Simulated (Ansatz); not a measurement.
Base system: MoSi₂ (space group I4/mmm, No. 139).

```xyz
3
Lattice="-1.6085 1.6085 3.9366 1.6085 -1.6085 3.9366 1.6085 1.6085 -3.9366" Properties=species:S:1:pos:R:3 pbc="T T T"
Mo     0.0000     0.0000     0.0000
Si     0.0000     0.0000     2.6384
Si     0.0000     0.0000     5.2348
```

Level of theory: PBE (Ansatz, a program for electronic structure), spin-orbit coupling left out, earlier PAW set.

Before the change:

| Quantity | Result |
|---|---|
| c/a ratio | 2.447 |
| Lattice parameter a | 6.079 bohr |

One thing is altered: a hydrostatic pressure of 3 GPa.

Task: Estimate the effect on the c/a ratio and lattice parameter a.

Result: The c/a ratio increases by 0.0024, from 2.447 to 2.450; the lattice parameter a drops by 0.0307 bohr (6.079 bohr → 6.049 bohr).

Load acts through the strain it causes; cell and atoms are relaxed under it. Whether these cells are dynamically stable was not tested. The final runs are not spin-polarised.
